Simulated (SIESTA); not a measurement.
Worked example: self-consistent single point of the (100) slab of BaTiO3 (cut from a parent of space group no. 38; 10 atoms in the cell) in SIESTA.

Level of theory: LDA PW92, numerical atomic orbitals DZP, PseudoDojo LDA standard norm-conserving potentials (rewritten from UPF to PSML) run with SIESTA 5.4.2.

The change in words: vacuum of 20 angstrom (first run: 14 Å); Slab.DipoleCorrection: default → vacuum. Reference geometry:
```xyz
10
Lattice="4.0776 0.0000 0.0000 -4.0957 4.0776 0.0000 0.0000 0.0000 20.0049" Properties=species:S:1:pos:R:3 pbc="T T T"
Ba     4.0637     0.0139     9.0017
Ba     4.0637     0.0139    13.0049
O     -2.0213     3.9896     7.0000
O      0.0791     2.0035     7.0000
O     -1.9995     1.9907     9.0017
O     -2.0213     3.9896    11.0033
O      0.0791     2.0035    11.0033
O     -1.9995     1.9907    13.0049
Ti    -2.1236     2.1142     7.0000
Ti    -2.1236     2.1142    11.0033
```

Reference input (self-consistent single point, DFT, LDA PW92, numerical atomic orbitals DZP, PseudoDojo LDA standard norm-conserving potentials (rewritten from UPF to PSML)): XC.functional = LDA; XC.authors = PW92; potentials = PseudoDojo LDA standard; PAO.BasisSize = DZP; PAO.EnergyShift = 0.01 Ry; MeshCutoff = 400 Ry; kgrid.MonkhorstPack = 4 4 1; OccupationFunction = FD; ElectronicTemperature = 50 meV; MaxSCFIterations = 150; SCF.Mixer.Method = Pulay; SCF.Mixer.Weight = 0.25. This run's input differs from it in these lines:

```diff
@@ -15,3 +15,3 @@
     -4.095744000    4.077589000    0.000000000
-     0.000000000    0.000000000   20.004917000
+     0.000000000    0.000000000   26.004916000
 %endblock LatticeVectors
@@ -19,12 +19,12 @@
 %block AtomicCoordinatesAndAtomicSpecies
-     4.063663513    0.013904578    9.001692522  1
-     4.063663513    0.013904578   13.004916473  1
-    -2.021266782    3.989635405    7.000000527  2
-     0.079054165    2.003523355    7.000000527  2
-    -1.999542221    1.990678950    9.001692522  2
-    -2.021266782    3.989635405   11.003304498  2
-     0.079054165    2.003523355   11.003304498  2
-    -1.999542221    1.990678950   13.004916473  2
-    -2.123643264    2.114229896    7.000000527  3
-    -2.123643264    2.114229896   11.003304498  3
+     4.063663513    0.013904578   12.001684813  1
+     4.063663513    0.013904578   16.004907587  1
+    -2.021266782    3.989635405   10.000008413  2
+     0.079054165    2.003523355   10.000008413  2
+    -1.999542221    1.990678950   12.001684813  2
+    -2.021266782    3.989635405   14.003309202  2
+     0.079054165    2.003523355   14.003309202  2
+    -1.999542221    1.990678950   16.004907587  2
+    -2.123643264    2.114229896   10.000008413  3
+    -2.123643264    2.114229896   14.003309202  3
 %endblock AtomicCoordinatesAndAtomicSpecies
@@ -43,2 +43,3 @@
 ElectronicTemperature        50.0 meV
+Slab.DipoleCorrection        vacuum
```

Log, with long lists cut:

```
        iscf     Eharris(eV)        E_KS(eV)     FreeEng(eV)     dDmax    Ef(eV) dHmax(eV)
   scf:    1    -7360.709875    -7430.757236    -7430.757236  1.481309 -6.626814 15.664608
Dipole moment in unit cell =       0.0000       0.0000       5.1896 D
Electric field for dipole correction =    -0.000000    -0.000000    -0.452167 eV/Ang/e
   scf:    2    -7466.294576    -7459.522486    -7459.522486  0.565548 -5.189987  5.187138
Dipole moment in unit cell =       0.0000       0.0000       1.5178 D
Electric field for dipole correction =    -0.000000    -0.000000    -0.132243 eV/Ang/e
   [... lines left out ...]
   scf:   15    -7460.392663    -7460.392663    -7460.392698  0.000012 -3.768443  0.000167
Dipole moment in unit cell =       0.0000       0.0000       1.7822 D
Electric field for dipole correction =    -0.000000    -0.000000    -0.155283 eV/Ang/e
   scf:   16    -7460.392663    -7460.392663    -7460.392698  0.000023 -3.768498  0.000042
Dipole moment in unit cell =       0.0000       0.0000       1.7822 D
Electric field for dipole correction =    -0.000000    -0.000000    -0.155283 eV/Ang/e
   scf:   17    -7460.392663    -7460.392663    -7460.392698  0.000009 -3.768502  0.000023
SCF Convergence by DM+H criterion
max |DM_out - DM_in|         :     0.0000089839
max |H_out - H_in|      (eV) :     0.0000231788
SCF cycle converged after 17 iterations

Using DM_out to compute the final energy and forces
Dipole moment in unit cell =       0.0000       0.0000       1.7822 D
Electric field for dipole correction =    -0.000000    -0.000000    -0.155283 eV/Ang/e

siesta: E_KS(eV) =            -7460.3927

siesta: E_KS - E_eggbox =     -7460.3927

siesta: Atomic forces (eV/Ang):
     1   -0.001104    0.000487   -0.896578
     2   -0.012215    0.012175   -1.323154
     3    0.058600   -1.058059   -0.034090
     4    1.056929   -0.054672   -0.033895
     5   -0.129964    0.129275   -0.643988
     6    0.027450   -0.231352    0.163997
     7    0.229389   -0.027595    0.163712
     8   -0.044333    0.043826   -0.348466
   [... lines left out ...]
siesta: FreeEng =     -7460.392698
   [... lines left out ...]

siesta: Cell volume =        432.381118 Ang**3

siesta: Pressure (static):
siesta:                Solid            Molecule  Units
siesta:          -0.00032131         -0.00024301  Ry/Bohr**3
siesta:          -0.02950171         -0.02231191  eV/Ang**3
siesta:         -47.26695775        -35.74762249  kBar

siesta: Electric dipole (a.u.)  =    0.000000    0.000000    0.701176
siesta: Electric dipole (Debye) =    0.000000    0.000000    1.782210
```

The run converged in 17 iterations. Against the reference run the free energy goes up by 5.8 meV/atom, the largest force goes from 3.017 to 2.779 eV/Å and the gap on the mesh goes from 1.267 to 0.810 eV.

The starting cell comes from a database of computed structures (which also holds hypothetical and non-ambient phases and stackings), without a prior relaxation at this level. The slab is cut from that crystal, and its faces are unrelaxed. Its lattice was rescaled by up to half a per cent. Spin polarisation is off, though cut faces can carry moments; a gap of a slab can lie between surface states. Values carry the incompleteness of an atom-centred basis. The basis of the alkali or alkaline-earth atoms may lack their empty d shell, which can raise the gap. Forces in this geometry exceed 1 eV/Å.

Cost on one core of a shared machine: roughly 2 min.
